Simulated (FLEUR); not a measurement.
FLEUR run on LiCl (Fm-3m, 2 atoms in the cell): self-consistent single point

Level of theory: PBE, all-electron FLAPW (FLEUR), scalar-relativistic valence.

This input was run:

Input of the input generator:

```
LiCl FLAPW
&input film=f /
-0.0000000000 4.8565961403 4.8565961403
4.8565961403 -0.0000000000 4.8565961403
4.8565961403 4.8565961403 -0.0000000000
1.0
1.0 1.0 1.0

2
3 0.0000000000 0.0000000000 0.0000000000
17 0.5000000000 0.5000000000 0.5000000000

&comp jspins=1 /
&kpt div1=8 div2=8 div3=8 gamma=t /
&end /
```

```xml
<?xml version="1.0" encoding="UTF-8" standalone="no"?>
<fleurInput fleurInputVersion="0.39">
   <comment>
      LiCl FLAPW                                                                                          
   </comment>
   <calculationSetup>
      <cutoffs Kmax="4.1" Gmax="16.4" GmaxXC="16.4" numbands="0"/>
      <scfLoop itmax="80" minDistance="0.00001" maxIterBroyd="15" imix="Anderson" alpha="0.05" precondParam="0.0" spinf="2.0"/>
      <coreElectrons ctail="T" frcor="F" kcrel="0" coretail_lmax="0"/>
      <xcFunctional name="pbe" relativisticCorrections="F"/>
      <magnetism jspins="1"/>
      <soc l_soc="F" theta="0.0" phi="0.0" spav="F"/>
      <expertModes spex="0" secvar="F"/>
      <geometryOptimization l_f="T" forcealpha="1.0" forcemix="BFGS" epsdisp="0.00001" epsforce="0.00001"/>
      <ldaU l_linMix="F" mixParam="0.05" spinf="1.0"/>
   </calculationSetup>
   <cell>
      <bzIntegration valenceElectrons="8.0" mode="hist" fermiSmearingEnergy="0.00036749">
         <kPointListSelection listName="default-1"/>
         <!-- k-points included here -->
         <xi:include xmlns:xi="http://www.w3.org/2001/XInclude" href="kpts.xml"> </xi:include>
      </bzIntegration>
      <!-- symmetry operations included here -->
      <xi:include xmlns:xi="http://www.w3.org/2001/XInclude" href="sym.xml"> </xi:include>
      <bulkLattice scale="1.0">
         <bravaisMatrix>
            <row-1>    0.0000000000000000     4.8565961402999998     4.8565961402999998</row-1>
            <row-2>    4.8565961402999998     0.0000000000000000     4.8565961402999998</row-2>
            <row-3>    4.8565961402999998     4.8565961402999998     0.0000000000000000</row-3>
         </bravaisMatrix>
      </bulkLattice>
   </cell>
   <atomSpecies>
      <species name="Lithium (Li)" element="Li" atomicNumber="3">
         <mtSphere radius="2.06" gridPoints="727" logIncrement="0.014"/>
         <atomicCutoffs lmax="8" lnonsphr="6"/>
         <electronConfig flipSpins="F">
            <coreConfig>(1s1/2)</coreConfig>
            <valenceConfig>(2s1/2)</valenceConfig>
            <stateOccupation state="(2s1/2)" spinUp="0.5" spinDown="0.5"/>
         </electronConfig>
         <energyParameters s="2" p="2" d="3" f="4"/>
      </species>
      <species name="Chlorine (Cl)" element="Cl" atomicNumber="17">
         <mtSphere radius="2.38" gridPoints="839" logIncrement="0.014"/>
         <atomicCutoffs lmax="10" lnonsphr="8"/>
         <electronConfig flipSpins="F">
            <coreConfig>(1s1/2) (2s1/2) (2p1/2) (2p3/2)</coreConfig>
            <valenceConfig>(3s1/2) (3p1/2) (3p3/2)</valenceConfig>
            <stateOccupation state="(3p1/2)" spinUp="0.8333333333333" spinDown="0.8333333333333"/>
            <stateOccupation state="(3p3/2)" spinUp="1.6666666666667" spinDown="1.6666666666667"/>
         </electronConfig>
         <energyParameters s="3" p="3" d="3" f="4"/>
      </species>
   </atomSpecies>
   <atomGroups>
      <atomGroup species="Lithium (Li)">
         <relPos label="                   1">.0000000000 .0000000000 .0000000000</relPos>
         <force calculate="T" relaxXYZ="TTT"/>
      </atomGroup>
      <atomGroup species="Chlorine (Cl)">
         <relPos label="                   2">1.000/2.000 1.000/2.000 1.000/2.000</relPos>
         <force calculate="T" relaxXYZ="TTT"/>
      </atomGroup>
   </atomGroups>
   <output dos="F" band="F" slice="F">
      <checks vchk="F" cdinf="F"/>
      <bandDOS minEnergy="-.5*Htr" maxEnergy="0.5*Htr" sigma="0.015" storeEVData="T"/>
      <vacuumDOS vacdos="F" integ="F" star="F" nstars="0" locx1="0.0" locy1="0.0" locx2="0.0" locy2="0.0" nstm="0" tworkf="0.0"/>
      <unfoldingBand unfoldBand="F" supercellX="1" supercellY="1" supercellZ="1"/>
      <plotting iplot="0" polar="F">
         <plot TwoD="T" vec1="  1.0  0.0  0.0" vec2="  0.0  1.0  0.0" vec3="  0.0  0.0  1.0" zero="  0.0  0.0  0.0" file="plot"/>
      </plotting>
      <chargeDensitySlicing numkpt="0" minEigenval="0.0" maxEigenval="0.0" nnne="0" pallst="F"/>
      <specialOutput eonly="F"/>
      <magneticCircularDichroism mcd="F" energyLo="-10.0" energyUp="0.0"/>
   </output>
  <!-- We include the file relax.xml here to enable relaxations (see documentation) -->
  <xi:include xmlns:xi="http://www.w3.org/2001/XInclude" href="relax.xml"> <xi:fallback/> </xi:include>
</fleurInput>
```

Log, with long lists cut:

```
      Welcome to FLEUR        (www.flapw.de)
      MaX-Release 8.1          (www.max-centre.eu)

 ========== k-point set info ==========
 Selected k-point list: default-1
 k-point list type: mesh
 8 x 8 x 8
 Number of k points: 29

 ------------Calculation Setup---------------------------
 Number of basis functions:          283
 Iteration:     1   Distance:       4.00172806 me/bohr^3
 Iteration:     2   Distance:       3.62784526 me/bohr^3
 Iteration:     3   Distance:       1.46661920 me/bohr^3
 Iteration:     4   Distance:       0.40751615 me/bohr^3
 Iteration:     5   Distance:       0.29058297 me/bohr^3
 Iteration:     6   Distance:       0.04237571 me/bohr^3
   [... 2 lines left out ...]
 Iteration:     9   Distance:       0.00274637 me/bohr^3
 Iteration:    10   Distance:       0.00044874 me/bohr^3
 Iteration:    11   Distance:       0.00025605 me/bohr^3
 Iteration:    12   Distance:       0.00001372 me/bohr^3
 Iteration:    13   Distance:       0.00000068 me/bohr^3

 Run finished successfully
 Stop message:
   Structural relaxation: Done

[file out, last iteration]
             iter=     14
          p o t e n t i a l   g e n e r a t o r
[...]
          integral of pseudo charge density inside the slab=        0.000000   0.000000
     coulomb potential in the interstitial region:
          density-coulomb potential integrals
          total density-coulomb potenti     -696.1196927242
          density-effective potential integrals for spin  1
          total density-effective poten   -7.3504221396E+02
          charge density-energy density integrals
          total charge density-energy d   -3.0120776837E+01
 Updated energy parameters for spin:           1
  Atom    1 2s branch from -1.55 to  2.12 htr. ; e_l =  0.2180
  Atom    1 2p branch from -9.99 to  1.58 htr. ; e_l =  0.3033
  Atom    1 3d branch from -9.99 to  3.39 htr. ; e_l =  0.4989
  Atom    1 4f branch from -9.99 to  5.35 htr. ; e_l =  0.6591
  Atom    2 3s branch from -8.93 to -0.16 htr. ; e_l = -0.4467
  Atom    2 3p branch from -6.68 to  0.42 htr. ; e_l = -0.0302
  Atom    2 3d branch from -9.99 to  1.24 htr. ; e_l =  0.3480
  Atom    2 4f branch from -9.99 to  3.22 htr. ; e_l =  0.5305
[...]
 fermi energy and band-weighting factors:
at   0.00000   0.00000   0.00000   k-weight:    0.001953
    7 eigenvalues :
   -0.463730    0.027876    0.027876    0.027876    0.265641    0.461186    0.461186
   [... 2 blocks of this kind left out ...]

[...]
FERMIE:
          first approx. to ef    (T=0)  :   0.027876 htr   (energy of the highest occ. eigenvalue)
          number of occ. states  (T=0)  :        116
          first approx. to seigv (T=0)  :  -0.996359 htr
          sum of weights of occ. states :   4.000000
          sum of semicore charge        :   0.000000 e
FERHIS:  Fermi-Energy by histogram:
          bandgap                     :   0.237765 htr
          charge neutrality (T=0)     :   0.000000    (zero if the highest occ. eigenvalue is "entirely" occupied)
          no eigenvalues within 8 tkb of ef reverts to the t=0 k method.
          number of occ. states       :       116
          sum of the valence weights  :    4.000000
          entropy         :   0.000000 *kb htr/K =   0.00000 htr/K
          sum of val. single particle energies:        -0.9963587510 htr
 Direct bandgap for spin            1 :   0.23776461977222446       Htr
 at k-point            1  with k-vector    0.0000000000000000        0.0000000000000000        0.0000000000000000
          valence density: spin= 1
[...]
     l-like charge
     atom     s        p        d        f        total
 -->  1    0.06105  0.11470  0.02414  0.00457    0.20545
 -->  2    1.78802  4.37406  0.00956  0.00119    6.17303
          total charge for spin  1=    8.000000
          interst. charge =       1.621520
          mt charge=              0.205446    6.173034
          total charge  =    8.000000
          z=  3.     r(1)=  0.793776E-04     dx= 0.014000     m.t.index= 727
               n    l     j    energy       weight
               1.   0.   0.5   -1.5711      2.0000
          atom type    1  (spin 1)
          kinetic energy=  0.717369414860E+01     sum of the eigenvalues= -0.314215928345E+01
          0.00639588  electrons lost from core.
          z= 17.     r(1)=  0.191176E-04     dx= 0.014000     m.t.index= 839
               n    l     j    energy       weight
               1.   0.   0.5 -100.7367      2.0000
               2.   0.   0.5   -8.9290      2.0000
               2.   1.   0.5   -6.7257      2.0000
               2.   1.   1.5   -6.6633      4.0000
          atom type    2  (spin 1)
          kinetic energy=  0.444713667764E+03     sum of the eigenvalues= -0.259435994792E+03
          0.00000415  electrons lost from core.
          total charge for spin  1=   20.000000
          interst. charge =       1.627744
          mt charge=              2.199050   16.173206
          total charge  =   20.000000
          zc=    20.000000     qfix=    1.000000
     t o t a l  e n e r g y
          sum of eigenvalues =              -263.5745128268
          density-coulomb potential int     -696.1196927242
          density-effective potential i     -735.0422139626
          charge density-ex.-corr.energ      -30.1207768373
          el.-nucl. inter. diff. m.t.          8.2505314496
          Madelung term for atom type:        -0.7863354776
          el.-nucl. inter. diff. m.t.        548.8622372919
          Madelung term for atom type:        -4.5449548433
 ---->    total energy=                     -469.1569811261 htr
 ---->    (input%tkb*entropy) TS=              0.0000000000 htr
 ---->    free energy=                      -469.1569811261 htr
      extrapolation for T->0
 ---->    total electron energy=            -469.1569811261 htr
 ***** TOTAL FORCES ON ATOMS *****
 TOTAL FORCE FOR ATOM TYPE=  1  X=  0.000   Y=  0.000   Z=  0.000
                       FX_TOT= 0.000000 FY_TOT= 0.000000 FZ_TOT= 0.000000
 TOTAL FORCE FOR ATOM TYPE=  2  X=  4.857   Y=  4.857   Z=  4.857
                       FX_TOT= 0.000000 FY_TOT= 0.000000 FZ_TOT= 0.000000
 Structural relaxation: Done
```

The run converged in 13 iterations. FLEUR gives forces in its relaxation mode, with a further iteration, so its stop message speaks of a relaxation.

The starting cell has typed, rounded lattice constants, without a prior relaxation at this level. Values depend on the basis (sphere radii, cutoffs, local orbitals), which need not be converged.
